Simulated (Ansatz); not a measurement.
The starting structures come from a database of crystals and need not be the phases stable at ambient conditions.

```
CELL_PARAMETERS angstrom
      8.85169     0.00000     0.00000
     -1.91445     9.19792     0.00000
      0.00000     4.79729     4.59468
ATOMIC_POSITIONS crystal
  K  0.93377 0.72667 0.02333
  K  0.06623 0.27333 0.97667
  La 0.44783 0.76624 0.98376
  La 0.55217 0.23376 0.01624
  Si 0.31731 0.21534 0.53466
  Si 0.68269 0.78466 0.46534
  S  0.72189 0.99402 0.50703
  S  0.27811 0.00598 0.49297
  S  0.27811 0.00598 0.99507
  S  0.72189 0.99402 0.00493
  S  0.16663 0.41075 0.33925
  S  0.83337 0.58925 0.66075
  S  0.56124 0.39360 0.35640
  S  0.43876 0.60640 0.64360
```

Space group of this cell: P2_1/m. The cell is taken as given; by PBEsol its mean pressure is -1.8 GPa.

Transport runs along the normal of the first two printed cell vectors.

The gap is the functional's own. No spin-orbit coupling. Mid-gap values are interpolated on the energy grid.

**Question.** State the band gap and the smallest decay constant κ at mid-gap according to Ansatz (an electronic-structure program) with PBEsol.

**Answer.** Gap 2.58 eV on a 4×8×8 mesh; κ = 0.275 1/Å, at the zone centre.
